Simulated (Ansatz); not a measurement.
# Mg2Ge in the anti-fluorite structure (space group Fm-3m, No. 225)

```
CELL_PARAMETERS angstrom
      0.00000     3.21062     3.21062
      3.21062     0.00000     3.21062
      3.21062     3.21062     0.00000
ATOMIC_POSITIONS crystal
  Ge 0.00000 0.00000 0.00000
  Mg 0.25000 0.25000 0.25000
  Mg 0.75000 0.75000 0.75000
```

Level of theory: PBE, PAW, 420 eV (Ansatz, a first-principles code; scalar-relativistic without spin-orbit coupling). Γ-centred 9×9×9 mesh, Fermi–Dirac width 0.05 eV.

| Quantity | Result |
|---|---|
| Volume per atom | 22.06 Å³ |
| Density | 3.04 g/cm³ |
| Band gap | 0.17 eV, indirect, Γ → X |
| Electron mass | 0.55 mₑ along k, 0.19 mₑ across |
| Hole mass (degenerate bands, along [100]) | 0.071, 0.35, 0.35 mₑ |
| Lowest conduction-band minima above the VBM | X along ⟨100⟩ 0.17 eV; L along ⟨111⟩ 0.94 eV; Γ 0.95 eV |
| Total energy | -2714.471 eV/atom (σ→0; compares only within this code and set-up) |

Effective masses come from finite differences of ±0.01 Å⁻¹. Along k means along the line from Γ to the band edge. Whether these cells are dynamically stable was not tested. The zero or small gap of Mg2Ge can change with the level of theory.
